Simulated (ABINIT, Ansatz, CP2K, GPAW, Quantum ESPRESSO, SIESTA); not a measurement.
**One structure in several programs: HgTe (F-43m, 2 atoms in the cell)**

Self-consistent single point.

```
CELL_PARAMETERS angstrom
      0.00000     3.34526     3.34526
      3.34526     0.00000     3.34526
      3.34526     3.34526     0.00000
ATOMIC_POSITIONS crystal
  Hg 0.00000 0.00000 0.00000
  Te 0.25000 0.25000 0.25000
```

All programs got the same cell, k-point mesh and kind of occupations (in Ansatz's words: kpoints.mp_grid.grid = 7 7 7; scf.occupations.method = gaussian; scf.occupations.width = 0.2 eV); potentials, basis and cutoffs are each program's usual ones.

```
code                                                                                                                                model  pressure (GPa)  k-points       cutoff
----------------  -----------------------------------------------------------------------------------------------------------------------  --------------  --------  -----------
CP2K                                                              PBE, GPW, DZVP-MOLOPT-SR-GTH basis, GTH-PBE potentials (GTH_POTENTIALS)           -0.02       172  grid 500 Ry
Quantum ESPRESSO                                                          PBE, PseudoDojo standard norm-conserving (PBE) pseudopotentials           -0.63        20        85 Ry
Ansatz                                                                                                                     PBE, PAW files           -0.59        20      default
SIESTA            GGA PBE, numerical atomic orbitals DZP, PseudoDojo PBE standard norm-conserving potentials (rewritten from UPF to PSML)           -1.34       172  grid 300 Ry
ABINIT                                                           PBE, norm-conserving pseudopotentials (PseudoDojo nc-sr-05 PBE standard)           -0.63        20        41 Ha
GPAW                                                                                         PBE, GPAW PAW datasets PBE (gpaw-data 1.0.1)           -0.61        20       600 eV
```

No clean gap comes from CP2K, Quantum ESPRESSO, Ansatz (a quantum-chemistry and plane-wave program), SIESTA, ABINIT and GPAW: levels at the Fermi energy touch, overlap or are partly filled at this smearing.

The spread over the programs that give each value: pressure within 1.32 GPa.

The starting cell comes from a database of computed structures (which also holds hypothetical and non-ambient phases and stackings), without a prior relaxation at this level. Its lattice was rescaled by a random factor within 2.5 % of one. On Ansatz's run: Spin-orbit coupling is off. The run gives no clean gap (levels at the Fermi energy touch, overlap or are partly filled at this smearing), which alone does not show that the compound is a metal.

Question: Why do the programs differ, and what cannot be compared?

Answer: Differences of this kind can come from the potentials, where these differ, and from what each basis and cutoff leave unconverged. The valence holds different numbers of electrons (CP2K 18, Quantum ESPRESSO 36, Ansatz 36, SIESTA 36, ABINIT 36, GPAW 24). The zero of total energies and Fermi levels follows the potentials and each program's conventions, so they are not compared here. CP2K and SIESTA use small atom-centred bases, whose incompleteness enters pressures, forces and empty levels differently from a plane-wave cutoff. Ansatz's pressure is given at a fixed set of plane waves, as the other plane-wave codes print theirs. The programs reduce the same mesh by symmetry to different extents, which changes the work and not the result.

Left out of this page: Elk and FLEUR (not drawn, or without a comparable value).

Keys are those of Ansatz 0.2.
